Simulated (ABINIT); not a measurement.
Band structure of NaBeO3 (Pm-3m, 5 atoms in the cell).

```
NaBeO3
1.0
    3.50610     0.00000     0.00000
    0.00000     3.50610     0.00000
    0.00000     0.00000     3.50610
Na Be O
1 1 3
Direct
  0.00000   0.00000   0.00000
  0.50000   0.50000   0.50000
  0.50000   0.50000   0.00000
  0.00000   0.50000   0.50000
  0.50000   0.00000   0.50000
```

Method of the run: LDA (PW92), PAW (JTH v2.0 LDA PAW) (plane waves; ABINIT).

Settings: pseudos = [Na.LDA_PW-JTH.xml, Be.LDA_PW-JTH.xml, O.LDA_PW-JTH.xml]; ecut = 30 Ha; pawecutdg = 60 Ha; pawxcdev = 0; occopt = 3; tsmear = 0.05 eV; ngkpt = 6 6 6; nshiftk = 1; shiftk = 0 0 0; potentials = JTH v2.0 LDA PAW; kptopt = 1; nstep = 80; tolvrs1 = 1e-12.

The starting cell comes from a database of computed structures (which also holds hypothetical and non-ambient phases and stackings), without a prior relaxation at this level. Its lattice was rescaled by a random factor within 2.5 % of one.

Levels in eV from the Fermi level, bands 12 to 19:
```json
[
 {"point": "Γ", "12": "-0.50", "13": "-0.50", "14": "-0.50", "15": "0.15", "16": "0.15", "17": "0.15", "18": "8.20", "19": "12.08"},
 {"point": "X", "12": "-2.42", "13": "-1.38", "14": "-1.38", "15": "-1.11", "16": "-0.11", "17": "-0.11", "18": "11.47", "19": "11.88"},
 {"point": "M", "12": "-1.62", "13": "-1.62", "14": "-1.38", "15": "-1.38", "16": "-0.12", "17": "0.88", "18": "12.83", "19": "13.30"},
 {"point": "R", "12": "-3.78", "13": "-0.09", "14": "-0.09", "15": "0.91", "16": "0.91", "17": "0.91", "18": "10.49", "19": "12.09"}
]
```

Bands cross the Fermi level along this path, so the cell is metallic at this level.
